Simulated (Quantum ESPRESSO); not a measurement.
A self-consistent single point of In (I4/mmm, 1 atom in the cell) with Quantum ESPRESSO.

Level of theory: PBE, PSlibrary ultrasoft (PBE) pseudopotentials (plane waves; Quantum ESPRESSO 7.5).

The change in words: lattice scaled by 0.98. Reference geometry:
```
CELL_PARAMETERS angstrom
     -1.62500     1.62500     2.47500
      1.62500    -1.62500     2.47500
      1.62500     1.62500    -2.47500
ATOMIC_POSITIONS crystal
  In 0.00000 0.00000 0.00000
```

Reference input (self-consistent single point, DFT, PBE, plane waves, PSlibrary ultrasoft (PBE) pseudopotentials): ecutwfc = 50 Ry; ecutrho = 300 Ry; occupations = smearing; smearing = fermi-dirac; degauss = 0.0073499 Ry; potentials = {In: In.pbe-dn-rrkjus_psl.1.0.0.UPF}; K_POINTS = automatic 15 15 15 0 0 0; conv_thr = 1e-10 Ry. This run's input differs from it in these lines:

```diff
@@ -28,5 +28,5 @@
 CELL_PARAMETERS {angstrom}
-  -1.62500000     1.62500000     2.47500000
-   1.62500000    -1.62500000     2.47500000
-   1.62500000     1.62500000    -2.47500000
+  -1.59250000     1.59250000     2.42550000
+   1.59250000    -1.59250000     2.42550000
+   1.59250000     1.59250000    -2.42550000
```

Output, abridged:

```
     Self-consistent Calculation

     iteration #  1     ecut=    50.00 Ry     beta= 0.70

     Threshold (ethr) on eigenvalues was too large:
     Diagonalizing with lowered threshold

     total energy              =    -140.24019047 Ry
     estimated scf accuracy    <       0.00697429 Ry

     iteration #  2     ecut=    50.00 Ry     beta= 0.70

     total energy              =    -140.24182924 Ry
     estimated scf accuracy    <       0.00104671 Ry

     iteration #  3     ecut=    50.00 Ry     beta= 0.70

     total energy              =    -140.24203135 Ry
     estimated scf accuracy    <       0.00003146 Ry

   [... 8 blocks of this kind left out ...]

     iteration # 12     ecut=    50.00 Ry     beta= 0.70

     total energy              =    -140.24203480 Ry
     estimated scf accuracy    <          1.9E-10 Ry

     iteration # 13     ecut=    50.00 Ry     beta= 0.70
     End of self-consistent calculation

     Number of k-points >= 100: set verbosity='high' to print the bands.

     the Fermi energy is    11.2663 ev

!    total energy              =    -140.24203480 Ry
     estimated scf accuracy    <          5.1E-11 Ry
     smearing contrib. (-TS)   =      -0.00105731 Ry
     internal energy E=F+TS    =    -140.24097749 Ry

     convergence has been achieved in  13 iterations

     Forces acting on atoms (cartesian axes, Ry/au):

     atom    1 type  1   force =     0.00000000    0.00000000    0.00000000

     Total force =     0.000000     Total SCF correction =     0.000000

          total   stress  (Ry/bohr**3)                   (kbar)     P=       35.01
   0.00025173  -0.00000000  -0.00000000           37.03       -0.00       -0.00
  -0.00000000   0.00025173  -0.00000000           -0.00       37.03       -0.00
  -0.00000000  -0.00000000   0.00021060           -0.00       -0.00       30.98

   JOB DONE.
```

The run converged in 13 iterations. Against the reference run the free energy goes up by 35.0 meV/atom and the pressure goes from 0.39 to 3.50 GPa.

The starting cell has typed, rounded lattice constants, without a prior relaxation at this level. For this run, on top of that: lattice scaled by 0.98. With a pressure of about 4 GPa the cell is away from its equilibrium volume at this level.

Cost on one core of a shared machine: roughly 50 s.
